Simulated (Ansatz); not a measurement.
The parent structure is TiO2 in the anatase structure (space group I4_1/amd, No. 141).

Space group I4₁/amd, origin choice 1 (No. 141); a = b = 3.7697 Å, c = 9.5521 Å, α = β = γ = 90.00°

| atom | site | symmetry | x | y | z |
|---|---|---|---|---|---|
| Ti | 4a | -4m2 | 0.0000 | 0.0000 | 0.0000 |
| O | 8e | 2mm. | 0.0000 | 0.0000 | 0.2075 |
(The calculation used a cell of 6 atoms; values per cell refer to that cell.)

The values are results of PBEsol/PAW in Ansatz (an electronic-structure program), spin-orbit coupling left out, not measurements.

Before the change:

```
Item         Value
---------  -------
c/a ratio    2.534
Band gap   2.11 eV
```

The change: a hydrostatic pressure of 5 GPa.

**Question.** How does this affect the c/a ratio and band gap?

**Answer.** The c/a ratio drops by 0.041 to 2.493; the band gap decreases by 0.044 eV (2.11 eV → 2.06 eV).

Load acts through the strain it causes; cell and atoms are relaxed under it. No phonon test of stability was made. Competing high-pressure phases were not computed. The base started in C2/c and relaxed to I4_1/amd at this level. The final runs are not spin-polarised.
